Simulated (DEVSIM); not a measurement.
Device: Al/Al2O3/n-InP capacitor, at 300 K.

```csv
layer (left to right),material,thickness (nm),Nd (cm⁻³)
1,Al2O3,4.70,-
2,InP,4000,2.4e16
```

Metal gate on the left, work function 4.1 eV. Fixed charge at the semiconductor interface 1.9e10 cm⁻² (in units of +e); no interface traps.

This is a model device: material constants are rounded textbook-type values typed into the input, and sizes, dopings and lifetimes were drawn at random. Values at 300 K.

| parameter | Al2O3 | InP |
|---|---|---|
| gap (eV) | 6.8 | 1.344 |
| affinity (eV) | 1.35 | 4.38 |
| permittivity | 9 | 12.5 |
| Nc (cm⁻³) | - | 5.7e17 |
| Nv (cm⁻³) | - | 1.1e19 |

Simulated with DEVSIM: 1D Poisson equation in equilibrium, Boltzmann statistics, complete ionisation; no quantum confinement or tunnelling. Metal contacts follow the ideal Schottky-Mott rule: no Fermi-level pinning, no interface dipoles.

Base results: threshold voltage (band bending 2φF) (V) -1.52; capacitance of the dielectric stack (μF/cm²) 1.70; flat-band voltage (V) -0.36; minimum of the low-frequency capacitance (μF/cm²) 0.0463.

### Question
What follows from this one change: substrate doping 2.4e+16 → 1.2e+15 cm^-3?

### Answer
threshold voltage (band bending 2φF) -1.52 → -1.40 V; capacitance of the dielectric stack little changed (1.70 μF/cm²); flat-band voltage -0.36 → -0.44 V; minimum of the low-frequency capacitance 0.0463 → 0.0115 μF/cm².

### Question
What follows from this one change: Al2O3 thickness 0.0047 → 0.004 μm?

### Answer
threshold voltage (band bending 2φF) little changed (-1.51 V); capacitance of the dielectric stack 1.70 → 1.99 μF/cm²; flat-band voltage little changed (-0.36 V); minimum of the low-frequency capacitance little changed (0.0464 μF/cm²).

### Question
What follows from this one change: gate work function 4.1 → 3.95 eV?

### Answer
threshold voltage (band bending 2φF) -1.52 → -1.68 V; capacitance of the dielectric stack little changed (1.70 μF/cm²); flat-band voltage -0.36 → -0.51 V; minimum of the low-frequency capacitance little changed (0.0471 μF/cm²).
